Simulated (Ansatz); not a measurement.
The structure below was relaxed with r2SCAN (Ansatz, a program for electronic structure), spin-orbit coupling left out, at pressure 9 GPa.

```yaml
crystal:
  lattice:
    - [0.00000, 2.86988, 2.86988]
    - [2.86988, 0.00000, 2.86988]
    - [2.86988, 2.86988, 0.00000]
  atoms:
    - { symbol: Pb, position: [0.00000, 0.00000, 0.00000] }
    - { symbol: F, position: [0.25000, 0.25000, 0.25000] }
    - { symbol: F, position: [0.75000, 0.75000, 0.75000] }
```

### Question
Find the space group and the Wyckoff positions.

### Answer
Space group Fm-3m (No. 225); a = b = c = 5.740 Å, α = β = γ = 90.00°

```csv
atom,site,symmetry,x,y,z
Pb,4a,m-3m,0.0000,0.0000,0.0000
F,8c,-43m,0.2500,0.2500,0.2500
```

Load acts through the strain it causes; cell and atoms are relaxed under it. Stability against distortions was not tested. Competing high-pressure phases were not computed. The cell was made from PbF2 in the fluorite structure (space group Fm-3m, No. 225) by this change: pressure 9 GPa.
